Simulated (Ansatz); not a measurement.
For GaAs (model structure, started from the NiAs type, P6₃/mmc, No. 194, 4 atoms in the cell), PBE-D3(BJ) in Ansatz (plane waves, PAW) gives:

| Property | Result |
|---|---|
| equilibrium lattice constant a | 3.708 Å |
| lattice parameter c | 6.361 Å |
| cohesive energy | 3.17 eV/atom |

**Question.** What does r²SCAN in Ansatz (PAW) give for the same quantities?

**Answer.** 
- lattice constant a: 3.738 Å (increases by 0.8 %)
- lattice parameter c: 6.313 Å (falls by 0.8 %)
- cohesive energy: 2.86 eV/atom (drops by 0.31 eV/atom)

Changes are worked out from the printed values.

Unless a cell is named, each level is at its own relaxed cell (PBE-D3(BJ) 18.94, r²SCAN 19.10 Å³/atom).

Ansatz's density-functional and Hartree–Fock values are scalar-relativistic unless marked +SOC, with PAW data made under PBE.

A model structure was made by putting elements into a prototype or built by hand; it is no filed structure, need not be a known phase, and can be a saddle point held by its symmetry.

Ansatz is a program for electronic structure.
